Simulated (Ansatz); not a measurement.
Consider interstitial Ga in zinc-blende GaAs, charge state +1. Calculation: PBE, PAW (plane waves to 420 eV; Ansatz, a program for electronic structure).

Settings: 64 host sites, the relaxed PBE lattice, one k-point at (0.250, 0.250, 0.250), smearing 0.05 eV, spin-restricted, no image-charge correction. Energies are static. PBE gaps are too small, and in this host the defect's levels may merge with the bands. The charge state is imposed; whether it is stable for some Fermi level was not computed. Sites that were not tried may lie lower. The start lies 0.14 eV above the lowest site run (PBE).

Barriers: single points on a 2×2×2 k-point mesh shifted by half a step at the bands' geometries (they differ from the bands' own by up to 0.22 eV, and are uncertain by about as much).

The step: a direct jump of one Ga atom. Atoms about the jump, Cartesian Å from the middle of the jump, before and after:

| atom | x0 | y0 | z0 | x1 | y1 | z1 |
|---|---|---|---|---|---|---|
| Ga1 | -0.73 | -0.73 | 0.71 | 0.73 | 0.73 | -0.71 |
| As2 | -2.20 | 0.80 | -0.77 | -2.19 | 0.73 | -0.71 |
| As3 | 0.80 | -2.20 | -0.77 | 0.72 | -2.19 | -0.71 |
| Ga4 | -0.71 | -0.71 | -2.24 | -0.81 | -0.81 | -2.26 |
| As5 | 0.80 | 0.80 | 2.24 | 0.72 | 0.72 | 2.20 |
| Ga6 | -0.70 | 2.25 | 0.73 | -0.82 | 2.26 | 0.83 |
| Ga7 | 2.26 | -0.70 | 0.73 | 2.26 | -0.82 | 0.83 |

**Question.** Predict the transition state.

**Answer.** 
| atom | x | y | z |
|---|---|---|---|
| Ga1 | -0.06 | -0.04 | 0.03 |
| As2 | -2.31 | 0.86 | -0.80 |
| As3 | 0.87 | -2.31 | -0.80 |
| Ga4 | -0.77 | -0.79 | -2.34 |
| As5 | 0.82 | 0.82 | 2.31 |
| Ga6 | -0.79 | 2.37 | 0.83 |
| Ga7 | 2.36 | -0.79 | 0.82 |
It lies 0.97 eV above the start and 1.11 eV above the end. The saddle point's order was not checked, and it lies on a symmetry element of the cell, where a band can be held.
